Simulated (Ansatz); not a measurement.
**What isotropic strain +5.20 % does to TiAl**

Start from TiAl (space group P4/mmm, No. 123; a = 2.8127 Å, c = 4.0619 Å; relaxed with 0.1 eV smearing).

It is then changed as follows: every lattice vector is stretched by 5.20 %; the atoms relax in the strained cell.

Level of theory: Ansatz (a program for electronic structure), r2SCAN, PAW, cutoff 500 eV, scalar-relativistic without spin-orbit coupling, earlier PAW set. Γ-centred 20×20×14 mesh, Fermi–Dirac width 0.1 eV.

The volume per atom rises by 2.64 Å³ (16.07 Å³ → 18.71 Å³) and the space group stays P4/mmm (No. 123). The energy grows by 127 meV/atom and the pressure (mean of the normal stresses, compression positive) goes from zero to -13.6 GPa. The band gap stays zero.

Stability against distortions was not tested. The final runs are not spin-polarised.
